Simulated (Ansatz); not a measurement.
# Nb, pressure series

Start from Nb in the bcc (W type) structure (space group Im-3m, No. 229; a = 3.2713 Å).

Cell and atoms are relaxed at each pressure.

Calculations: Ansatz (a quantum-chemistry and plane-wave program), PBEsol, PAW, cutoff 420 eV, without spin-orbit coupling.

Notes on the quantities. enthalpy: H = E + PV relative to the base's energy.

| case | enthalpy | lattice parameter a |
|---|---|---|
| base | – | 3.271 Å |
| pressure −2 GPa | -0.22 eV/atom | 3.284 Å |
| pressure −1 GPa | -0.11 eV/atom | 3.277 Å |
| pressure 0.9 GPa | +0.10 eV/atom | 3.266 Å |
| pressure 2.1 GPa | +0.23 eV/atom | 3.259 Å |
| pressure 4.5 GPa | +0.49 eV/atom | 3.246 Å |
| pressure 9 GPa | +0.96 eV/atom | 3.222 Å |
| pressure 15 GPa | +1.58 eV/atom | 3.194 Å |
| pressure 22.5 GPa | +2.33 eV/atom | ___ |
| pressure 30 GPa | +3.06 eV/atom | 3.134 Å |

Task: Some entries are withheld; estimate them.

Result: 
- pressure 22.5 GPa, lattice parameter a: 3.163 Å

Load acts through the strain it causes; cell and atoms are relaxed under it. Whether these cells are dynamically stable was not tested. Competing high-pressure phases were not computed. All final runs are without spin polarisation.
